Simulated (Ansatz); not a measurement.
TiO: response to strain

Take TiO (space group C2/m, No. 12) as the base.

```
TiO
1.0
    4.60386    -2.06169     0.00000
    4.60386     2.06169     0.00000
   -1.71751     0.00000     5.49664
Ti O
5 5
Cartesian
  5.44836   0.00000   1.78115
  2.04185   0.00000   3.71549
  4.69572   0.00000   4.56451
  2.79449   0.00000   0.93212
 -0.85875   0.00000   2.74832
  4.60386   0.00000   0.00000
  7.35912   0.00000   0.92395
  0.13109   0.00000   4.57269
  6.51849   0.00000   3.61893
  0.97173   0.00000   1.87771
```

Cartesian axes are those of the cell as printed.

Strains are applied to the cell and any free atomic positions relax; under biaxial strain the out-of-plane vector relaxes too.

Method: PBEsol (Ansatz, an electronic-structure program; PAW; 420 eV plane waves; no spin-orbit coupling).

Notes on the quantities. pressure: mean of the normal stresses, compression positive.

| case | pressure | volume per atom |
|---|---|---|
| base | 0.0 GPa | 10.43 Å³ |
| biaxial strain +4.44 %, plane normal [001], relaxed out of plane | -10.1 GPa | 11.01 Å³ |
| isotropic strain −1.76 % | 12.6 GPa | 9.89 Å³ |
| uniaxial strain ε_yy = −1.42 % | 3.5 GPa | 10.29 Å³ |

Without a gap, meshes like the base's 12×12×8 leave anisotropic stresses uncertain by several tenths of a GPa, and small strain energies with them. Stability against distortions was not tested. No Hubbard U is applied, and correlation can decide whether such a compound is a metal. The final runs are not spin-polarised.
